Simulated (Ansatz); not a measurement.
We consider CsCl-type RuAl, described by PBEsol in Ansatz (PAW).

Settings: plane-wave cutoff 520 eV, 16×16×16 k mesh, Fermi–Dirac smearing 0.1 eV, perturbation theory, force constants from a 4×4×4 q mesh, no spin polarisation, scalar-relativistic PAW data made under PBE.

Computed at the level's own relaxed cell.

Harmonic phonon frequencies (cm⁻¹; i marks an imaginary mode):

```tsv
q point	frequencies
Γ	0 0 0 321 321 321
R	…
```

Task: Some entries are withheld; supply them.

Result: 
- R, frequencies: 185 185 185 343 343 343

No imaginary mode appears at these points.

Ansatz is a first-principles code.
